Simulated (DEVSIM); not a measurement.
System: Ni/SiO2/p-Si capacitor, at 300 K.

Layer 1 from the left is SiO2, thickness (nm) 24.0. Layer 2 from the left is Si, thickness (nm) 6000, Na (cm⁻³) 9.2e15.

Metal gate on the left, work function 5.1 eV. Fixed charge at the semiconductor interface -1.2e11 cm⁻² (in units of +e); no interface traps.

This is a model device: material constants are rounded textbook-type values typed into the input, and sizes, dopings and lifetimes were drawn at random. Values at 300 K.

SiO2: gap (eV) 9, affinity (eV) 0.9, permittivity 3.9. Si: gap (eV) 1.124, affinity (eV) 4.05, permittivity 11.7, Nc (cm⁻³) 2.86e19, Nv (cm⁻³) 3.1e19.

Model (solved in DEVSIM): 1D Poisson equation in equilibrium, Boltzmann statistics, complete ionisation; no quantum confinement or tunnelling. Metal contacts follow the ideal Schottky-Mott rule: no Fermi-level pinning, no interface dipoles.

### Question
What does the simulation give for the threshold voltage (band bending 2φF), the minimum of the low-frequency capacitance, the flat-band voltage?

### Answer
threshold voltage (band bending 2φF) 1.30 V; minimum of the low-frequency capacitance 0.0297 μF/cm²; flat-band voltage 0.27 V.
